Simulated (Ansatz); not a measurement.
Calculation: PBE (plane waves to 420 eV, PAW; Ansatz, a quantum-chemistry and plane-wave program).

Plane-averaged electrostatic potential energy along the normal, in eV from the Fermi level, for S on the 1x1 (0001) surface of hcp Co, ferromagnetic, one in a 1x1 cell, started at the site 'top Co':

```json
[
 {"z (Å)": "5.38", "V (eV)": "4.97"},
 {"z (Å)": "5.67", "V (eV)": "4.97"},
 {"z (Å)": "5.95", "V (eV)": "4.97"},
 {"z (Å)": "6.23", "V (eV)": "4.97"},
 {"z (Å)": "6.52", "V (eV)": "4.96"},
 {"z (Å)": "6.80", "V (eV)": "4.95"},
 {"z (Å)": "7.08", "V (eV)": "4.92"},
 {"z (Å)": "7.37", "V (eV)": "4.86"},
 {"z (Å)": "7.65", "V (eV)": "4.74"},
 {"z (Å)": "7.93", "V (eV)": "4.50"},
 {"z (Å)": "8.22", "V (eV)": "4.00"},
 {"z (Å)": "8.50", "V (eV)": "2.99"},
 {"z (Å)": "8.78", "V (eV)": "0.88"},
 {"z (Å)": "9.07", "V (eV)": "-4.86"},
 {"z (Å)": "9.35", "V (eV)": "-13.72"},
 {"z (Å)": "9.63", "V (eV)": "-19.73"},
 {"z (Å)": "9.92", "V (eV)": "-19.44"},
 {"z (Å)": "10.20", "V (eV)": "-13.06"},
 {"z (Å)": "10.48", "V (eV)": "-4.76"},
 {"z (Å)": "10.77", "V (eV)": "-1.56"},
 {"z (Å)": "11.05", "V (eV)": "-6.25"},
 {"z (Å)": "11.33", "V (eV)": "-14.77"},
 {"z (Å)": "11.62", "V (eV)": "-20.18"},
 {"z (Å)": "11.90", "V (eV)": "-19.15"},
 {"z (Å)": "12.18", "V (eV)": "-12.22"},
 {"z (Å)": "12.47", "V (eV)": "-3.85"},
 {"z (Å)": "12.75", "V (eV)": "-0.70"},
 {"z (Å)": "13.03", "V (eV)": "-4.35"},
 {"z (Å)": "13.32", "V (eV)": "-12.85"},
 {"z (Å)": "13.60", "V (eV)": "-19.44"},
 {"z (Å)": "13.88", "V (eV)": "-19.92"},
 {"z (Å)": "14.17", "V (eV)": "-14.06"},
 {"z (Å)": "14.45", "V (eV)": "-5.55"},
 {"z (Å)": "14.73", "V (eV)": "-1.38"},
 {"z (Å)": "15.02", "V (eV)": "-4.97"},
 {"z (Å)": "15.30", "V (eV)": "-13.31"},
 {"z (Å)": "15.58", "V (eV)": "-19.53"},
 {"z (Å)": "15.87", "V (eV)": "-19.62"},
 {"z (Å)": "16.15", "V (eV)": "-13.48"},
 {"z (Å)": "16.43", "V (eV)": "-4.84"},
 {"z (Å)": "16.72", "V (eV)": "-0.18"},
 {"z (Å)": "17.00", "V (eV)": "-1.04"},
 {"z (Å)": "17.28", "V (eV)": "-7.29"},
 {"z (Å)": "17.57", "V (eV)": "-14.23"},
 {"z (Å)": "17.85", "V (eV)": "-16.41"},
 {"z (Å)": "18.13", "V (eV)": "-15.18"},
 {"z (Å)": "18.42", "V (eV)": "-9.81"},
 {"z (Å)": "18.70", "V (eV)": "-2.00"},
 {"z (Å)": "18.98", "V (eV)": "1.94"},
 {"z (Å)": "19.27", "V (eV)": "3.43"},
 {"z (Å)": "19.55", "V (eV)": "4.01"},
 {"z (Å)": "19.83", "V (eV)": "4.23"},
 {"z (Å)": "20.12", "V (eV)": "4.32"},
 {"z (Å)": "20.40", "V (eV)": "4.35"},
 {"z (Å)": "20.68", "V (eV)": "4.37"},
 {"z (Å)": "20.97", "V (eV)": "4.37"},
 {"z (Å)": "21.25", "V (eV)": "4.38"},
 {"z (Å)": "21.53", "V (eV)": "4.38"},
 {"z (Å)": "21.82", "V (eV)": "4.38"},
 {"z (Å)": "22.10", "V (eV)": "4.38"},
 {"z (Å)": "22.38", "V (eV)": "4.38"}
]
```

Set-up: 5 atoms, 6.0 Å thick at the start under the adsorbate (thin: gaps and levels are the slab's own); mesh 14x14x1; 0.1 eV smearing; dipole correction on; 2 atoms held, the rest relaxed; start symmetry kept, larger cells not searched; spin-polarised, no spin-orbit, no U, no dispersion correction. At the end it is bonded to Co. In PBE this state lies 0.09 eV over the lowest of the starts that converged ('hollow Co-Co-Co over Co at depth 2.0 Å').

Problem. The surface cell has an area of 5.38 Å². What dipole along the normal does the step between the two vacuum levels imply?

Solution. the top vacuum level lies 0.60 eV below the bottom one; p = −ε₀ A ΔV (ε₀ = 0.005526 e/(V·Å)) gives 0.02 e·Å a cell.
